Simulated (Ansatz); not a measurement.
The reference is MgO in the rock salt structure (space group Fm-3m, No. 225; a = 4.214 Å). Axes: x, y, z lie along the cube axes.

Method: PBEsol (Ansatz, a program for electronic structure; PAW; 420 eV plane waves; no spin-orbit coupling).

Strains are applied to the cell and any free atomic positions relax; under biaxial strain the out-of-plane vector relaxes too.

One change was made to it. Results:

| quantity | base | after |
|---|---|---|
| band gap | 4.62 eV | 4.27 eV |
| energy relative to the base (free energy F) | 0 meV/atom | +24 meV/atom |
| pressure (mean of the normal stresses, compression positive) | 0.00 GPa | 0.27 GPa |

**Question.** What was done to the base?
A. isotropic strain −1.36 %
B. tensor shear ε_xy = +3.74 %
C. uniaxial strain ε_xx = +5.95 %
D. biaxial strain −1.63 %, plane normal [110], relaxed out of plane
E. strain tensor (xx, yy, zz, yz, xz, xy) = (+0.73, +1.41, −0.27, +0.52, −1.15, −1.47) %

**Answer.** B, tensor shear ε_xy = +3.74 %. For comparison, the pressure in the other runs: uniaxial strain ε_xx = +5.95 % gives -7.19 GPa; isotropic strain −1.36 % gives 7.03 GPa; strain tensor (xx, yy, zz, yz, xz, xy) = (+0.73, +1.41, −0.27, +0.52, −1.15, −1.47) % gives -2.68 GPa; biaxial strain −1.63 %, plane normal [110], relaxed out of plane gives 4.33 GPa.

Stability against distortions was not tested.
